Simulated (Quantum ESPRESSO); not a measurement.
A working Quantum ESPRESSO input for Ti₂Ga₃ (P4/m, 10 atoms in the cell) (DFT, LDA (PW92), plane waves, PseudoDojo standard norm-conserving (LDA) pseudopotentials):

```fortran
&control
  calculation = 'scf'
  outdir = './out'
  pseudo_dir = './'
  tprnfor = .true.
  tstress = .true.
/
&system
  ibrav = 6
  celldm(1) = 11.797182251
  celldm(3) = 0.63696258089
  nat = 10
  ntyp = 2
  ecutwfc = 85
  occupations = 'smearing'
  smearing = 'methfessel-paxton'
  degauss = 0.0147
/
&electrons
  conv_thr = 1.0e-11
/
ATOMIC_SPECIES
Ti    47.8670  Ti.upf
Ga    69.7230  Ga.upf
ATOMIC_POSITIONS angstrom
Ti    4.347798060    5.448528556    1.988215000
Ti    1.895001940    0.794271444    1.988215000
Ti    0.794271444    4.347798060    1.988215000
Ti    5.448528556    1.895001940    1.988215000
Ga    2.470900240    5.104487848    0.000000000
Ga    3.771899760    1.138312152    0.000000000
Ga    1.138312152    2.470900240    0.000000000
Ga    5.104487848    3.771899760    0.000000000
Ga    3.121400000    3.121400000    1.988215000
Ga    0.000000000    0.000000000    0.000000000
K_POINTS automatic
3 3 5  0 0 0
```

The run converged in 16 iterations: free energy E − TS -18932.5974 eV; Fermi level (on the code's own zero) 13.94 eV; pressure -6.44 GPa; largest force (vector length) 0.048 eV/Å. Each of these slips is then made, one at a time:

(1)
```diff
-  pseudo_dir = './'
+  pseudo_dir = './pp'
```

(2)
```diff
-3 3 5  0 0 0
+3 3 5
```

Task: Predict the outcome of each change.

Result: 
(1) A wrong folder for the potentials. The program stopped before any SCF iteration.
```
Error in routine readpp (1):
file ./pp/Ti.upf not found
```

(2) An automatic mesh without its three shifts. The program stopped before any SCF iteration.
```
Error in routine card_kpoints (1):
end of file while reading automatic k points
```

The starting cell comes from a database of computed structures (which also holds hypothetical and non-ambient phases and stackings), without a prior relaxation at this level. Spin polarisation is off. In the base run, with a pressure of about -6 GPa the cell is away from its equilibrium volume at this level. Without a gap this mesh is coarse (it stands for a supercell whose shortest vector is 19 Å).

Left out of this page: 3 runs of the series outside the window shown, repeating another row's setting, or not comparable.
